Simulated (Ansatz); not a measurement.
A computed series for TaS2: pressure series

The reference is TaS2 in the CdI2 type structure (space group P-3m1, No. 164; layered, stacked along the Cartesian z axis).

```
CELL_PARAMETERS angstrom
      3.32937     0.00000     0.00000
     -1.66469     2.88332     0.00000
      0.00000     0.00000     5.78619
ATOMIC_POSITIONS crystal
  Ta 0.00000 0.00000 0.00000
  S  0.33333 0.66667 0.26690
  S  0.66667 0.33333 0.73310
```

Cell and atoms are relaxed at each pressure.

Method: Kohn–Sham DFT with the PBE-D3(BJ) functional, run in Ansatz (a quantum-chemistry and plane-wave program) with PAW and 420 eV plane waves, no SOC, earlier PAW set.

Candidates:
(a) pressure −1 GPa
(b) pressure 15 GPa
(c) pressure 3 GPa
(d) pressure −2 GPa
(e) pressure 30 GPa

For the base:

| Quantity | Value |
|---|---|
| c/a ratio | 1.738 |

Task: Order them by c/a ratio, highest first.

Result: (d) pressure −2 GPa (1.808), (a) pressure −1 GPa (1.762), (c) pressure 3 GPa (1.701), (b) pressure 15 GPa (1.660), (e) pressure 30 GPa (1.656)

Load acts through the strain it causes; cell and atoms are relaxed under it. Whether these cells are dynamically stable was not tested. No other phases were tried under pressure. All final runs are without spin polarisation. An odd electron count without spin: TaS2.
